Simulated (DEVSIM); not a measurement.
Structure: Au/SiO2/p-GaAs capacitor, at 300 K.

```tsv
layer (left to right)	material	thickness (nm)	Na (cm⁻³)
1	SiO2	12.0	-
2	GaAs	12000	3e15
```

Metal gate on the left, work function 5.1 eV. Fixed charge at the semiconductor interface -2.4e10 cm⁻² (in units of +e); interface traps 1.1e10 cm⁻² eV⁻¹, uniform in energy, neutral level at 0.3 of the gap above the valence band.

Constants are typed, rounded textbook-type inputs, not results; the design itself was drawn at random and stands for no fabricated device. Values at 300 K.

| parameter | SiO2 | GaAs |
|---|---|---|
| gap (eV) | 9 | 1.424 |
| affinity (eV) | 0.9 | 4.07 |
| permittivity | 3.9 | 12.9 |
| Nc (cm⁻³) | - | 4.7e17 |
| Nv (cm⁻³) | - | 9e18 |

Simulated with DEVSIM: 1D Poisson equation in equilibrium, Boltzmann statistics, complete ionisation; no quantum confinement or tunnelling. Metal contacts follow the ideal Schottky-Mott rule: no Fermi-level pinning, no interface dipoles.

The interface trap density was swept, all else fixed.

```tsv
interface trap density (cm^-2 eV^-1)	threshold voltage (band bending 2φF) (V)	flat-band voltage (V)	minimum of the low-frequency capacitance (μF/cm²)
0	1.03	-0.17	0.0163
1e10	1.04	-0.17	0.0177
1.1e10	1.04	-0.17	0.0179
1e11	1.08	-0.19	0.0300
3e11	1.18	-0.21	0.0533
1e12	1.51	-0.30	0.110
2e12	2.00	-0.42	0.155
```

From the first row to the last the threshold voltage (band bending 2φF) goes from 1.03 to 2.00. From the first row to the last the flat-band voltage goes from -0.17 to -0.42.
